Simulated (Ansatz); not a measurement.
**TiSi2 (space group Cmcm, No. 63)**

```cif
data_Si8Ti4
_chemical_formula_sum 'Si8 Ti4'
_space_group_name_H-M_alt 'Cmcm'
_space_group_IT_number 63
_space_group_name_Hall '-C 2c 2'
_cell_length_a 3.54614
_cell_length_b 13.56339
_cell_length_c 3.57984
_cell_angle_alpha 90.000
_cell_angle_beta 90.000
_cell_angle_gamma 90.000
loop_
_atom_site_label
_atom_site_type_symbol
_atom_site_symmetry_multiplicity
_atom_site_Wyckoff_symbol
_atom_site_fract_x
_atom_site_fract_y
_atom_site_fract_z
_atom_site_occupancy
Si1 Si 4 c 0.00000 0.05917 0.75000 1
Si2 Si 4 c 0.00000 0.25028 0.25000 1
Ti1 Ti 4 c 0.00000 0.60319 0.25000 1
```
(The calculation used a cell of 6 atoms; values per cell refer to that cell.)

Level of theory: PBE in Ansatz (plane waves to 420 eV, PAW, no spin-orbit coupling). Γ-centred 14×14×13 mesh, Fermi–Dirac width 0.05 eV.

```json
{
  "volume_per_atom": "14.35 Å³",
  "density": "4.01 g/cm³",
  "band_gap": "zero",
  "total_energy": "-1257.661 eV/atom (σ→0; compares only within this code and set-up)"
}
```

Stability against distortions was not tested. The final runs are not spin-polarised.

Ansatz is a program for electronic structure.
